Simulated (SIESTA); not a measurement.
# Parameter sweep on V3O2F6 (Pc, 22 atoms in the cell)

```
CELL_PARAMETERS angstrom
      5.62968     0.00000     0.00000
      0.00000     4.83401     0.00000
     -1.15283     0.00000    10.54431
ATOMIC_POSITIONS crystal
  V  0.50021 0.25057 0.99863
  V  0.50021 0.74943 0.49863
  V  0.72352 0.76971 0.24486
  V  0.72352 0.23029 0.74486
  V  0.25850 0.26548 0.25567
  V  0.25850 0.73452 0.75567
  O  0.53308 0.04467 0.17684
  O  0.53308 0.95533 0.67684
  O  0.48361 0.55976 0.32387
  O  0.48361 0.44024 0.82387
  F  0.70352 0.55488 0.08213
  F  0.70352 0.44512 0.58213
  F  0.22692 0.42066 0.07839
  F  0.22692 0.57934 0.57839
  F  0.01910 0.97119 0.19330
  F  0.01910 0.02881 0.69330
  F  0.97306 0.48788 0.30392
  F  0.97306 0.51212 0.80392
  F  0.77758 0.92447 0.41837
  F  0.77758 0.07553 0.91837
  F  0.30090 0.06150 0.42400
  F  0.30090 0.93850 0.92400
```
Moments meant for the start (each program seeds them in its own way; μB, in the order of the atoms V V V V V V O O O O F F F F F F F F F F F F): 2.0 2.0 2.0 2.0 2.0 2.0 0.0 0.0 0.0 0.0 0.0 0.0 0.0 0.0 0.0 0.0 0.0 0.0 0.0 0.0 0.0 0.0.

Base run A: SIESTA 5.4.2 with GGA PBEsol, numerical atomic orbitals DZP, PseudoDojo PBEsol standard norm-conserving potentials (rewritten from UPF to PSML), self-consistent single point.

Its settings: XC.functional = GGA; XC.authors = PBEsol; potentials = PseudoDojo PBEsol standard; PAO.BasisSize = DZP; PAO.EnergyShift = 0.005 Ry; MeshCutoff = 400 Ry; kgrid.MonkhorstPack = 3 3 2; OccupationFunction = FD; ElectronicTemperature = 232.09 K; Spin = polarized; MaxSCFIterations = 150; SCF.Mixer.Method = Pulay; SCF.Mixer.Weight = 0.1; SCF.Mixer.History = 6; SCF.DM.Tolerance = 1.0E-04.

The starting cell comes from a database of computed structures (which also holds hypothetical and non-ambient phases and stackings), without a prior relaxation at this level. Its lattice was rescaled by a random factor within 2.5 % of one. The magnetic order is the one reached from the typed start; others were not searched systematically. Values carry the incompleteness of an atom-centred basis. In the base run, with a pressure of about -16 GPa the cell is away from its equilibrium volume at this level. In the base run, forces exceed 1 eV/Å. Without a gap this mesh is coarse (it stands for a supercell whose shortest vector is 15 Å).

A dash stands where there is no value to compare (another energy zero or no entropy term, no result, no spin, no clean gap, or a mesh too coarse for one). Absolute energies have different zeros for different potentials, functionals, Hubbard and dispersion terms and are not compared across them.

Run A gave: pressure (GPa) -16.03; largest force (eV/Å) 1.175; size of the net moment (μB/atom) 0.45.

Runs:
- B: DFTU.ProjectorGenerationMethod: default → 2; DFTU.CutoffNorm: default → 0.9; DFTU.FirstIteration: default → true; DFTU.proj: default → [V 1, n=3 2, 1.00 0.00, 0.00 0.00] [GGA PBEsol+U]
- C: DFTU.ProjectorGenerationMethod: default → 2; DFTU.CutoffNorm: default → 0.9; DFTU.FirstIteration: default → true; DFTU.proj: default → [V 1, n=3 2, 2.00 0.00, 0.00 0.00] [GGA PBEsol+U]
- D: DFTU.ProjectorGenerationMethod: default → 2; DFTU.CutoffNorm: default → 0.9; DFTU.FirstIteration: default → true; DFTU.proj: default → [V 1, n=3 2, 3.00 0.00, 0.00 0.00] [GGA PBEsol+U]

**Question.** What does run C change against A?

**Answer.** The pressure goes from -16.03 to -13.33 GPa, the largest force goes from 1.175 to 0.913 eV/Å, a clean gap of 0.67 eV is found on the mesh, where there was none and the size of the net moment stays at 0.45 μB/atom.

**Question.** What does run B change against A?

**Answer.** The pressure goes from -16.03 to -14.57 GPa, the largest force goes from 1.175 to 1.015 eV/Å and the size of the net moment stays at 0.45 μB/atom.

**Question.** What does run D change against A?

**Answer.** The pressure goes from -16.03 to -12.23 GPa, the largest force goes from 1.175 to 0.827 eV/Å, a clean gap of 1.20 eV is found on the mesh, where there was none and the size of the net moment stays at 0.45 μB/atom.

```json
[
 {"run": "A", "pressure (GPa)": "-16.03", "largest force (eV/Å)": "1.175", "gap on the mesh (eV)": "–", "size of the net moment (μB/atom)": "0.45", "Hubbard energy (eV/atom)": "–"},
 {"run": "B", "pressure (GPa)": "-14.57", "largest force (eV/Å)": "1.015", "gap on the mesh (eV)": "0.125", "size of the net moment (μB/atom)": "0.45", "Hubbard energy (eV/atom)": "0.177"},
 {"run": "C", "pressure (GPa)": "-13.33", "largest force (eV/Å)": "0.913", "gap on the mesh (eV)": "0.673", "size of the net moment (μB/atom)": "0.45", "Hubbard energy (eV/atom)": "0.324"},
 {"run": "D", "pressure (GPa)": "-12.23", "largest force (eV/Å)": "0.827", "gap on the mesh (eV)": "1.202", "size of the net moment (μB/atom)": "0.45", "Hubbard energy (eV/atom)": "0.461"}
]
```
